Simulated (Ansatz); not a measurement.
Start from SrTiO3 in the cubic perovskite structure (space group Pm-3m, No. 221; a = 3.8542 Å). Axes: x, y, z lie along the cube axes.

The values are results of LDA in Ansatz (plane waves to 420 eV, PAW, scalar-relativistic without spin-orbit coupling), not measurements.

Base values:

The band gap comes out as 1.85 eV and the smallest direct gap is 2.17 eV.

Modification: uniaxial strain ε_zz = −0.60 %, all other strain components held at zero, atoms relaxed at fixed cell.

Task: Predict the new stress, energy relative to the base, band gap and smallest direct gap.

Result: The stress (xx, yy, zz, yz, xz, xy; compression positive) amounts to (0.68, 0.68, 2.37, 0.00, 0.00, 0.00) GPa; the energy grows by 0.5 meV/atom; the band gap remains 1.85 eV; the smallest direct gap remains 2.17 eV.

No phonon test of stability was made. All final runs are without spin polarisation. Many cubic perovskites are stable only at high temperature; tilts and polar distortions were not tested.

Ansatz is an electronic-structure program.
